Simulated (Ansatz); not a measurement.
Ansatz (an electronic-structure program) run on TlBO2 (R-3m, 4 atoms in the cell): self-consistent single point

Method: revPBE, default PAW files made with PBE (plane waves; Ansatz).

Input:

Ansatz 0.2 input:
```yaml
crystal:
  lattice:
    - [1.519537, 0.877306, 5.516501]
    - [-1.519537, 0.877306, 5.516501]
    - [0.000000, -1.754611, 5.516501]
  atoms:
    - { symbol: B, position: [0.000000, 0.000000, 0.000000] }
    - { symbol: Tl, position: [0.500000, 0.500000, 0.500000] }
    - { symbol: O, position: [0.266700, 0.266700, 0.266700] }
    - { symbol: O, position: [0.733300, 0.733300, 0.733300] }
kpoints:
  mp_grid:
    grid: [10, 10, 10]
hamiltonian:
  xc: revpbe
  pseudopotentials:
    kind: paw
scf:
  occupations:
    method: gaussian
    width: 0.2 eV
output:
  forces: true
  eigenvalues: true
  stress: true
```

Output, abridged:

```
WARN basis.ecutwfc = 420 eV, the default
WARN ansatz: RAYON_NUM_THREADS=1 ignored (pool sized by the plan → 1); use --threads N
basis.fft_grid_basis auto: the FFT boxes are laid along the combinations [[1, 0, -1], [0, 1, -1], [0, 0, 1]] of the cell's own vectors, 3.039, 3.039 and 5.789 …
Pseudopotentials: kind: paw
Pseudopotential: B, paw, valence charge 3
Pseudopotential: Tl, paw, valence charge 13
Pseudopotential: O, paw, valence charge 6
Crystal: 4 atoms, lattice volume = 44.124 Å³
Basis set: ecut = 420 eV, 841 PW (Γ), FFT grids on a1−a3, a2−a3, a3, exchange–correlation on 48×48×80 points (8 copies of the dense FFT grid, shifted against one another)
Bands: 18, of which v1, the nominal top of the filled ones, is band 14 counted from 1 (13 counted from 0)
Symmetry: 12 space group operations
Space group: R-3m (ITA 166), of the structure as read, at distance tolerance 3.5e-5 Å
k-points: 116 of 1000
PAW frozen core: B, regenerated for the run's functional, and the local potential with it
PAW frozen core: Tl, regenerated for the run's functional, and the local potential with it
PAW frozen core: O, regenerated for the run's functional, and the local potential with it
Initial density: superposition of atomic densities (neutral atoms: chi_scale 0, normalization atom), corrected by the library's trained network
Initial wavefunctions: pseudopotential atomic-orbital guess
Eigensolver: davidson
Functional: x = revpbe(κ = 1.245, μ = 0.2195149727645171), c = pbe(β = 0.06672455060314922)
SCF iter   1: F=—  HF=-12742.508387 eV  |F-HF|=—  |Δ(HF+E_count)|=         —  Δρ=1.08e-2  dr2=5.78e-2  ethr=1.77e-3  ⟨swp⟩=5.0  Hψ=9650  notcnv=0
all-band conjugate gradients solve this SCF's bands
preconditioner: auto → Kerker (q_TF=auto, 2.529 Å⁻¹)
SCF iter   2: F=—  HF=-12742.499977 eV  |F-HF|=—  |Δ(HF+E_count)|=   8.41e-3  Δρ=5.50e-3  dr2=1.51e-2  ethr=2.06e-4  ⟨swp⟩=1.0  Hψ=3016  notcnv=0
SCF iter   3: F=—  HF=-12742.497615 eV  |F-HF|=—  |Δ(HF+E_count)|=   2.36e-3  Δρ=7.01e-4  dr2=2.23e-4  ethr=5.39e-5  ⟨swp⟩=1.5  Hψ=2275  notcnv=0
SCF iter   4: F=—  HF=-12742.497622 eV  |F-HF|=—  |Δ(HF+E_count)|=   7.29e-6  Δρ=1.76e-4  dr2=1.55e-5  ethr=7.95e-7  ⟨swp⟩=2.4  Hψ=3190  notcnv=0
SCF iter   5: F=—  HF=-12742.497608 eV  |F-HF|=—  |Δ(HF+E_count)|=   1.39e-5  Δρ=5.05e-5  dr2=1.07e-6  ethr=5.53e-8  ⟨swp⟩=2.0  Hψ=3485  notcnv=0
SCF iter   6: F=-12742.497608 eV  HF=-12742.497608 eV  |F-HF|=8.12e-9  |Δ(HF+E_count)|=   4.73e-7  Δρ=1.11e-5  dr2=9.80e-8  ethr=3.57e-10  ⟨swp⟩=5.2  Hψ=9463  notcnv=0
SCF 1 converged in 6 iterations: F = -12742.497608 eV  dr2 = 9.80e-8
SCF converged after 6 iterations
Free energy (F): -12742.497608 eV
Harris-Foulkes:  -12742.497608 eV  (|F-HF|=8.12e-9)
Internal energy: -12742.489266 eV  (E = F + TS)
E sigma→0 (E₀):  -12742.493437 eV
Entropy (-TS):   -0.008343 eV (-2.086 meV/atom)
Fermi energy:    12.054530 eV
--- Per-component energies (eV) ---
  E_band       = 71.009569
  E_kinetic    = 721.699169
  E_local      = -1361.018190  (includes V_loc(G=0)·N_el)
  E_nonlocal   = 424.987217
  E_hartree    = 497.429096
  E_xc         = -409.117473
  E_vxc        = -366.097381  (∫ρ·V_xc dr)
  E_paw        = -10570.148390  (= ΣΔE_a)
  E_vpaw       = -343.419436  (= ΣTr[D̂ρ^β])
  E_aug_tail   = 0.004571  (compensation charges beyond the density's cutoff)
  E_ewald      = -2046.355293
  E_core_change = 0.030028  (= ΣΔE_core)
  E_smearing   = -0.008343  (= −TS)
  E_closure    = -0.000000  (closes the sum)
  Σ components = -12742.497608   (vs F -12742.497608, Δ=0.00e0)
--- Forces (eV/Å), atoms counted from 1 ---
  atom   1  B      0.00000000     0.00000000     0.00000000
  atom   2  Tl     0.00000000     0.00000000     0.00000000
  atom   3  O      0.00000000     0.00000015     4.93124851
  atom   4  O      0.00000000    -0.00000015    -4.93124851
  max |Σ_I F_I| component: 1.11e-31 eV/Å
--- Stress (GPa, compression-positive) ---
        3.080076       0.000000       0.000000
        0.000000       3.080076       0.000001
        0.000000       0.000001      21.610358
  P = ⅓ Tr σ = 9.2568 GPa (92.568 kbar)
  The stress holds the Pulay correction. Without it, at fixed plane waves, as pw.x and ABINIT print it: P = 8.7431 GPa
--- Band table (eV; the first three rows and the last of 116) ---
  k-point 0: bands = ["-8.6905", "-7.3899", "-0.6009", "0.0250", "0.0250", "0.8617", "0.8617", "2.4459", "7.0485", "7.8051", "8.2810", "8.2810", "8.7014", "8.7014", "12.7130", "13.9175", "15.8995", "15.8995"]
  k-point 1: bands = ["-8.5914", "-7.3626", "-0.4635", "-0.0026", "0.1263", "0.8099", "0.8343", "2.5621", "6.2742", "7.5403", "8.1589", "8.3679", "8.6624", "9.1014", "13.2712", "13.5907", "16.0339", "16.1597"]
  k-point 2: bands = ["-8.3197", "-7.2868", "-0.3436", "0.1454", "0.4001", "0.6619", "0.7652", "2.9616", "5.2701", "6.4846", "7.8790", "8.2400", "8.5363", "10.2082", "13.0543", "14.2878", "16.3469", "16.4201"]
  k-point 115: bands = ["-8.4032", "-7.7833", "-0.4580", "0.0247", "0.0247", "0.8650", "0.8650", "3.6010", "4.2695", "8.3444", "8.3444", "8.5912", "8.5912", "10.8612", "11.0017", "14.6025", "16.1003", "16.1003"]
```

The run converged in 6 iterations.

The starting cell was generated: these elements placed on a structure prototype, without a prior relaxation; it need not be a known phase or ordering of this composition. Its lattice was rescaled by a random factor within 2.5 % of one. Spin-orbit coupling is off. With a pressure of about 9 GPa the cell is away from its equilibrium volume at this level. Forces in this geometry exceed 1 eV/Å. Ansatz's pressure includes its estimate of the finite-basis (Pulay) stress. Without the estimate this run gives 8.74 GPa. The run gives no clean gap (levels at the Fermi energy touch, overlap or are partly filled at this smearing), which alone does not show that the compound is a metal.
